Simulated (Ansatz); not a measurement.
Start from GaN in the zinc blende structure (space group F-43m, No. 216; a = 4.549 Å).

Level of theory: Ansatz (an electronic-structure program), PBE, PAW, cutoff 420 eV, no SOC.

| level | band gap | lattice parameter a | electron mass at Γ |
|---|---|---|---|
| PBE | 1.54 eV | 4.549 Å | 0.141 mₑ |

Task: What does experiment give, and how far off is each level?

Result: Measured: band gap 3.48 eV (static lattice; corrected from measurement; as listed in I. Vurgaftman, J. R. Meyer, L. R. Ram-Mohan, Journal of Applied Physics (2001)); lattice parameter a 4.5 Å (room temperature; as listed in I. Vurgaftman, J. R. Meyer, L. R. Ram-Mohan, Journal of Applied Physics (2001)); electron mass at Γ 0.15 mₑ (temperature not stated; as listed in I. Vurgaftman, J. R. Meyer, L. R. Ram-Mohan, Journal of Applied Physics (2001)). Computed minus measured — band gap: PBE -1.94 eV; lattice parameter a: PBE +1.1 %; electron mass at Γ: PBE -6 %. Measured values not marked as corrected hold thermal and zero-point effects that the static-lattice runs lack. A measured gap can be an optical one, lowered by exciton binding. Levels without spin-orbit coupling miss its lowering of the gap, often about a third of the valence-band splitting.

Effective masses come from finite differences of ±0.01 Å⁻¹. Whether these cells are dynamically stable was not tested. This is not the structure that GaN has at room temperature and ambient pressure.
